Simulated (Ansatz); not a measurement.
# fcc Pt (0 0 1) on zinc-blende GaP (0 0 1) (film strained to the substrate, started from cuts of the bulks and a machine-learned relaxation; slabs Ga6P5 and Pt12, which can lie off the formulas)

A periodic stack without vacuum, fcc Pt (0 0 1) on zinc-blende GaP (0 0 1) (film strained to the substrate, started from cuts of the bulks and a machine-learned relaxation; slabs Ga6P5 and Pt12, which can lie off the formulas): substrate slab Ga6P5, film Pt12, surface cells [[1, 0], [1, 1]] and [[0, -1], [2, 1]], film strained by -1.9 and -1.9 %, outermost planes Ga/Ga and Pt/Pt as cut, which need not be the usual terminations and can put a slab off its formula.

The start was prepared with a machine-learned potential, and the result is one local minimum, with the in-plane cell held and forces under 0.04 eV/Å; the film can end far from its bulk form.

Calculation: PBE (plane waves to 420 eV, PAW; Ansatz, a first-principles code). Spin–orbit coupling is left out; the runs are not spin-polarised; PBE gaps are too small against experiment. Its k-point mesh 8×8×1, Fermi–Dirac width 0.05 eV.

| Property | Result |
|---|---|
| interface area | 15.2 Å² |
| period | 27.64 Å |
| heights between the nearest atoms of the two slabs at the two interfaces | 1.68 and 1.68 Å |
| Ga–Pt contacts across the interfaces within 1.22 times the sum of covalent radii | 8, mean 2.63 Å |
| hole barrier (PBE) | 0.26 eV |
| electron barrier (PBE) | 1.31 eV |

```
CELL_PARAMETERS angstrom
      3.89420    -0.00001    -0.06609
      0.00014     3.89428    -0.02183
      0.46848    -1.78987    27.64540
ATOMIC_POSITIONS crystal
  Ga 0.90774 0.15161 0.13317
  Ga 0.40759 0.60096 0.03174
  Ga 0.90773 0.25123 0.33244
  Ga 0.40770 0.70142 0.23278
  Ga 0.90771 0.35175 0.53338
  Ga 0.40773 0.80074 0.43204
  P  0.90764 0.62683 0.08358
  P  0.90771 0.72630 0.28261
  P  0.40774 0.17660 0.18306
  P  0.90773 0.82576 0.48158
  P  0.40773 0.27582 0.38216
  Pt 0.90769 0.42141 0.67204
  Pt 0.40770 0.92172 0.67256
  Pt 0.40772 0.38258 0.59432
  Pt 0.90772 0.88563 0.60061
  Pt 0.90750 0.49526 0.81984
  Pt 0.40748 0.99448 0.81828
  Pt 0.40762 0.45856 0.74628
  Pt 0.90760 0.95808 0.74539
  Pt 0.90745 0.56721 0.96417
  Pt 0.40740 0.07053 0.97084
  Pt 0.40742 0.53153 0.89259
  Pt 0.90742 0.03154 0.89264
```
